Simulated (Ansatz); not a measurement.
## CuI: pressure series

Start from CuI in the zinc blende structure (space group F-43m, No. 216; a = 6.079 Å).

Cell and atoms are relaxed at each pressure.

All numbers come from Ansatz (a first-principles code) PBE, spin-orbit coupling left out.

Candidates:
(a) pressure −2 GPa
(b) pressure 4.5 GPa
(c) pressure 9 GPa

Base values:

* **Band gap**: 1.10 eV

### Question
Order them by band gap, lowest first.

### Answer
(a) pressure −2 GPa (0.96 eV), (b) pressure 4.5 GPa (1.36 eV), (c) pressure 9 GPa (1.56 eV)

Spin-orbit coupling, missing from the scalar runs, can matter with I. Load acts through the strain it causes; cell and atoms are relaxed under it. Whether these cells are dynamically stable was not tested. Tetrahedral semiconductors of this kind turn to denser phases somewhere between about 1 and 50 GPa; those were not computed, so compressed cells here can lie past the real transition. The final runs are not spin-polarised.
